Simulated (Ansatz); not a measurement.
Pair distribution function (Se-W) of WSe2 (2H layers), cell W32Se64, begun in the crystal structure [in the run: it stayed crystalline; mean temperature 472 K (target 500 K); density 9.33 g/cm³; under uneven stress (diagonal components 1.3 GPa apart); Γ point only, which a denser mesh shifts by -0.4 GPa in pressure and 0.02 eV/Å in forces], from MD at 472 K. All values below come from PBE + D3(BJ), large-core Se (plane waves, PAW; Ansatz, a first-principles code). Volume per atom 20.28 Å³, mean pressure 0.2 GPa. 

```
r (Å) | g(r)
     1.62 |  0.00
     1.66 |  0.00
     1.70 |  0.00
     1.74 |  0.00
     1.78 |  0.00
     1.82 |  0.00
     1.86 |  0.00
     1.90 |  0.00
     1.94 |  0.00
     1.98 |  0.00
     2.02 |  0.00
     2.06 |  0.00
     2.10 |  0.00
     2.14 |  0.00
     2.18 |  0.00
     2.22 |  0.00
     2.26 |  0.00
     2.30 |  0.00
     2.34 |  0.02
     2.38 | # 0.41
     2.42 | ##### 2.20
     2.46 | ############## 6.66
     2.50 | ########################## 11.9
     2.54 | ############################## 13.9
     2.58 | ######################## 11.1
     2.62 | ############# 6.23
     2.66 | ###### 2.65
     2.70 | ## 0.83
     2.74 |  0.20
     2.78 |  0.05
     2.82 |  0.00
     2.86 |  0.00
     2.90 |  0.00
     2.94 |  0.00
     2.98 |  0.00
     3.02 |  0.00
     3.06 |  0.00
     3.10 |  0.00
     3.14 |  0.00
     3.18 |  0.00
     3.22 |  0.00
     3.26 |  0.00
     3.30 |  0.00
     3.34 |  0.00
     3.38 |  0.00
     3.42 |  0.00
     3.46 |  0.00
     3.50 |  0.00
     3.54 |  0.00
     3.58 |  0.00
     3.62 |  0.00
     3.66 |  0.00
     3.70 |  0.00
     3.74 |  0.00
     3.78 |  0.00
     3.82 |  0.01
     3.86 |  0.04
     3.90 |  0.13
     3.94 | # 0.29
     3.98 | # 0.64
     4.02 | ### 1.23
     4.06 | #### 2.04
     4.10 | ###### 2.87
     4.14 | ####### 3.41
     4.18 | ####### 3.33
     4.22 | ###### 2.83
     4.26 | #### 2.00
     4.30 | ### 1.17
     4.34 | # 0.60
     4.38 | # 0.29
     4.42 |  0.09
     4.46 |  0.04
     4.50 |  0.05
     4.54 |  0.11
     4.58 |  0.19
     4.62 | # 0.30
     4.66 | # 0.40
     4.70 | # 0.54
     4.74 | # 0.61
     4.78 | # 0.66
     4.82 | # 0.64
     4.86 | # 0.56
     4.90 | # 0.43
     4.94 | # 0.33
     4.98 |  0.22
     5.02 |  0.18
     5.06 |  0.23
     5.10 | # 0.49
     5.14 | ## 1.02
     5.18 | #### 1.89
```

Question: From the above, determine where the first shell ends and the number of neighbours in it.

Answer: g is nil from 2.9 to 3.8 Å, so any cut there serves; 3.0 W round each Se and 6.0 Se round each W in the shell, from n = 4πρ∫r²g(r)dr.
